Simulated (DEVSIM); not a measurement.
Structure: abrupt Si p-n junction, at 250 K.

Layer 1 from the left is Si, thickness (μm) 0.330, Na (cm⁻³) 3.7e16, τn (s) 8.5e-6, τp (s) 8.5e-6. Layer 2 from the left is Si, thickness (μm) 31.0, Nd (cm⁻³) 8.9e16, τn (s) 8.5e-6, τp (s) 8.5e-6.

Left contact: ohmic. Right contact: ohmic. Voltage is applied to the left contact. Recombination: SRH at mid-gap, radiative, Auger. Mobility is μmin + (μ − μmin)/(1 + (N/Nref)^α).

The device is made up for the run: typed textbook-type constants, with dimensions and the other settings drawn at random. Values at 300 K; Nc and Nv go as T^1.5, mobilities as T to minus their exponent, the gap by Varshni's rule with the affinity fixed.

Si: gap (eV) 1.124, affinity (eV) 4.05, permittivity 11.7, Nc (cm⁻³) 2.86e19, Nv (cm⁻³) 3.1e19, μn (cm²/Vs) 1417, μp (cm²/Vs) 470, μn,min 52, μp,min 45, Nref,n 9.7e16, Nref,p 2.2e17, αn 0.68, αp 0.72, T exponent of μn 2.3, T exponent of μp 2.2, B (cm³/s) 4.7e-15, Cn (cm⁶/s) 2.8e-31, Cp (cm⁶/s) 9.9e-32, Varshni α (eV/K) 0.000473, Varshni β (K) 636.

DEVSIM, 1D drift-diffusion, Boltzmann statistics, complete ionisation; no tunnelling, impact ionisation, image-force lowering or self-heating.

Dark forward current:

```tsv
|V| (V)	|J| (A/cm²)
0.05	2.285e-12
0.10	1.214e-11
0.15	7.193e-11
0.20	5.417e-10
0.25	4.797e-9
0.30	4.570e-8
0.35	4.473e-7
0.40	4.417e-6
0.45	4.373e-5
0.50	0.0004329
0.55	0.004281
0.60	0.04226
0.65	0.4149
0.70	3.947
0.75	30.48
0.80	126.9
0.85	292.4
0.90	496.1
0.95	722.2
1.00	963.9
1.05	1218
1.10	1482
1.15	1757
1.20	2041
```

Question: Work out the local ideality factor n = ΔV / (kT/q · ln(J2/J1)) between the rows 0.10 and 0.15 V, 0.40 and 0.45 V, 1.15 and 1.20 V.

Answer: kT/q = 21.54 mV. From 0.10 to 0.15 V: ln(7.193e-11/1.214e-11) = 1.779, n = 1.30. From 0.40 to 0.45 V: ln(4.373e-5/4.417e-6) = 2.293, n = 1.01, near the 1 of diffusion or emission over a barrier. From 1.15 to 1.20 V: ln(2041/1757) = 0.150, n = 15.49.

Question: Estimate the current at 0.45 V from the Shockley equation with J0 = Σ q ni² D/(N L) coth(W/L), τ joining the SRH, radiative and Auger lifetimes that are on, and W taken as the whole layer.

Answer: ni² = 6.36e15 cm⁻⁶; electrons in the p layer: μ = 1450 cm²/Vs, D = 31.1 cm²/s, τ = 8.48e-6 s, L = 162 μm, W/L = 0.0020, term 2.60e-14 A/cm²; holes in the n layer: μ = 484 cm²/Vs, D = 10.4 cm²/s, τ = 8.31e-6 s, L = 93.1 μm, W/L = 0.33, term 4.00e-17 A/cm². J0 = 2.60e-14 A/cm², and J = J0 exp(qV/kT) = 3.08e-5 A/cm². The simulation gives 4.37e-5 A/cm²; the estimate lies 30 % below. The estimate leaves out recombination in the depletion region and that region's share of W.
